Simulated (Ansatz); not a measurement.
Consider SnO (space group P4/nmm, No. 129; a = 3.767 Å, c = 4.557 Å; layered, stacked along the Cartesian z axis; relaxed with 0.1 eV smearing).

Level of theory: Ansatz (a first-principles code), PBEsol-D3(BJ), PAW, cutoff 420 eV, without spin-orbit coupling, earlier PAW set.

Base values:

```
Quantity         Value
-------------  -------
Band gap          zero
Pressure       0.0 GPa
Gap character   absent
```

Now apply this change: an isotropic linear strain of +4.54 %, atoms relaxed at fixed cell.

Question: How does this affect the band gap, pressure and gap character?

Answer: The band gap becomes 0.53 eV (base: zero); the pressure (mean of the normal stresses, compression positive) goes from zero to -5.9 GPa; the gap character goes from absent to indirect, M–Γ (73 % along) → M.

No phonon test of stability was made. All final runs are without spin polarisation. The zero or small gap of SnO can change with the level of theory.
